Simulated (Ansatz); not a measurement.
AlB2-type ZrB₂, treated with r²SCAN-D4 in Ansatz (PAW).

Settings: plane-wave cutoff 560 eV, 24×24×16 k mesh (along the axes of the cell as run), Fermi–Dirac smearing 0.05 eV, scalar-relativistic PAW data made under PBE.

Response to compression and expansion:

Shape and atoms are relaxed at each volume.

```
V (Å³/atom)  P (GPa)  c (Å)  a (Å)
-----------  -------  -----  -----
9.788          10.88  3.480  3.121
9.992           5.18  3.507  3.142
10.196          0.00  3.534  3.162
10.400         -4.68  3.560  3.181
10.604         -8.93  3.587  3.200
```

Note: the bulk modulus comes from volumes at which shape and atoms were relaxed.

Ansatz is a program for electronic structure.
